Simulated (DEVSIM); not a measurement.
Structure: Cr/Al2O3/p-Ge capacitor, at 300 K.

| layer (left to right) | material | thickness (nm) | Na (cm⁻³) |
|---|---|---|---|
| 1 | Al2O3 | 17.0 | - |
| 2 | Ge | 3600 | 2.8e16 |

Metal gate on the left, work function 4.5 eV. Fixed charge at the semiconductor interface -6.4e11 cm⁻² (in units of +e); no interface traps.

Constants are typed, rounded textbook-type inputs, not results; the design itself was drawn at random and stands for no fabricated device. Values at 300 K; Nc and Nv go as T^1.5, mobilities as T to minus their exponent, the gap by Varshni's rule with the affinity fixed.

```
parameter         Al2O3        Ge
----------------  -----  --------
gap (eV)            6.8     0.664
affinity (eV)      1.35         4
permittivity          9        16
Nc (cm⁻³)             -   1.04e19
Nv (cm⁻³)             -      6e18
Varshni α (eV/K)      -  0.000477
Varshni β (K)         -       235
```

Model (solved in DEVSIM): 1D Poisson equation in equilibrium, Boltzmann statistics, complete ionisation; no quantum confinement or tunnelling. Metal contacts follow the ideal Schottky-Mott rule: no Fermi-level pinning, no interface dipoles.

The temperature was swept, all else fixed.

```csv
temperature (K),minimum of the low-frequency capacitance (μF/cm²),threshold voltage (band bending 2φF) (V),flat-band voltage (V)
250,0.0810,0.76,0.15
300,(withheld),(withheld),0.19
350,0.109,0.66,0.24
400,0.137,0.61,0.29
450,0.179,0.55,0.35
500,0.233,0.50,0.39
```

Task: Some entries are withheld; supply them.

Result: 
- 300, minimum of the low-frequency capacitance (μF/cm²): 0.0919
- 300, threshold voltage (band bending 2φF) (V): 0.71
